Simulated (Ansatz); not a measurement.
Consider Zr in the hcp (Mg type) structure (space group P6_3/mmc, No. 194; a = 3.244 Å, c = 5.158 Å; relaxed with 0.1 eV smearing).

All numbers come from Ansatz (a first-principles code) r2SCAN, spin-orbit coupling left out.

Strains are applied to the cell and any free atomic positions relax.

One change was made to it. Results:

```tsv
quantity	base	after
energy relative to the base (free energy F)	0 meV/atom	+37 meV/atom
pressure (mean of the normal stresses, compression positive)	0.0 GPa	-6.2 GPa
```

**Question.** What was done to the base?
A) isotropic strain +0.50 %
B) isotropic strain +2.00 %
C) isotropic strain +3.00 %
D) isotropic strain +2.50 %

**Answer.** D, isotropic strain +2.50 %. For comparison, the energy relative to the base in the other runs: isotropic strain +3.00 % gives +53 meV/atom; isotropic strain +0.50 % gives +1.5 meV/atom; isotropic strain +2.00 % gives +24 meV/atom.

No phonon test of stability was made. The final runs are not spin-polarised.
